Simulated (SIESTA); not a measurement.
Band structure of Ti (P6_3/mmc, 2 atoms in the cell).

```yaml
crystal:
  lattice:
    - [1.47500, -2.55477, 0.00000]
    - [1.47500, 2.55477, 0.00000]
    - [0.00000, 0.00000, 4.68000]
  atoms:
    - { symbol: Ti, position: [0.33333, 0.66667, 0.25000] }
    - { symbol: Ti, position: [0.66667, 0.33333, 0.75000] }
```

Computed with GGA PBE, numerical atomic orbitals DZP, PseudoDojo PBE standard norm-conserving potentials (rewritten from UPF to PSML) in SIESTA.

Settings: XC.functional = GGA; XC.authors = PBE; potentials = PseudoDojo PBE standard; PAO.BasisSize = DZP; PAO.EnergyShift = 0.01 Ry; MeshCutoff = 300 Ry; kgrid.MonkhorstPack = 13 13 7; OccupationFunction = FD; ElectronicTemperature = 0.1 eV; MaxSCFIterations = 150; SCF.Mixer.Method = Broyden; SCF.Mixer.Weight = 0.1; SCF.Mixer.History = 6; SCF.DM.Tolerance = 1.0E-05.

The starting cell has typed, rounded lattice constants, without a prior relaxation at this level. Spin polarisation is off. Values carry the incompleteness of an atom-centred basis.

Levels in eV from the Fermi level, bands 9 to 14:
```csv
point,9,10,11,12,13,14
Γ,-6.17,-2.62,0.72,0.76,0.76,0.87
M,-2.31,-2.11,-1.80,-0.63,0.48,0.63
K,-1.58,-1.36,-1.36,-1.27,0.24,0.24
A,-4.34,-4.34,0.14,0.14,0.67,0.67
L,-2.49,-2.49,-0.80,-0.80,1.31,1.31
H,-1.22,-1.22,-1.00,-1.00,-0.23,-0.23
```

Bands cross the Fermi level along this path, so the cell is metallic at this level.

Higher empty bands are left out: an atom-centred basis made for the valence describes them poorly.
